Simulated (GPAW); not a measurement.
## σyy against uniaxial strain in fcc Ir (space group 225): C12 (GPAW, LDA)

```
CELL_PARAMETERS angstrom
      0.00000     1.90199     1.90199
      1.87346     0.00000     1.90199
      1.87346     1.90199     0.00000
ATOMIC_POSITIONS crystal
  Ir 0.00000 0.00000 0.00000
```

Method: LDA (Perdew-Wang 92), GPAW PAW datasets LDA (gpaw-data 1.0.1) (plane waves; GPAW). Settings: mode = pw; ecut = 585 eV; xc = LDA; kpts = 40 40 40; mesh shift (steps) = 0 0 0; occupations.name = fermi-dirac; occupations.width = 0.05 eV; nbands = -7; convergence.density = 1e-06 e/electron; convergence.energy = 1e-06 eV/electron; symmetry.symmorphic = false; symmetry.tolerance = 0.0005; maxiter = 150. The cell above is the first row's. The rows stretch one cube axis (x) by the strain ε and hold the other two. Stress is positive in tension. In all rows the k mesh is held.

| ε (%) | σyy (GPa) |
|---|---|
| -1.5 | ? |
| -1.0 | -2.53 |
| -0.5 | -1.11 |
| 0.0 | 0.26 |
| 0.5 | 1.57 |
| 1.0 | 2.83 |
| 1.5 | 4.04 |
| 2.0 | 5.20 |

Taking a parabola for σyy over the 7 complete rows: Least squares gives σyy = 0.256 + 2.6805·ε - 0.1048·ε². Residuals (row less fit): -0.001, 0.000, 0.004, 0.000, -0.002, -0.001, 0.002; standard error 0.003 (degrees of freedom: 4). The slope at ε = 0, 2.6805 GPa per cent, gives C12 ≈ 100 × 2.6805 = 268 GPa, for the static lattice.

**Question.** Estimate the missing σyy (ε = -1.5); what did the run itself give?

**Answer.** σyy = 0.256 + 2.6805 × (-1.5) - 0.1048 × (-1.5)² = -4.001 GPa. The calculation gives -4.02 GPa, 0.019 GPa below the prediction (0.2 % of the range of σyy in the table). The row lies outside the fitted rows, so this is an extrapolation.

Carrying the step between the two nearest rows on in a straight line would have given -3.95, off by 0.07; series whose last step already gives the withheld value aren't shown. The reference cell has the volume at which an earlier scan in this program and functional put its minimum by a fit. The unstrained cell stands at a pressure of -0.26 GPa, and the constants belong to that pressure. Spin polarisation is off. Spin-orbit coupling is off. Without a gap such slopes are sensitive to mesh and smearing. Cutoffs and mesh are single choices, not tested for convergence of this quantity. Series with a scatter that would blur these digits, or in which a gap closes, are not shown. Strain series were run only where this level's volume lies within 10 % of a first guess from the measured size.
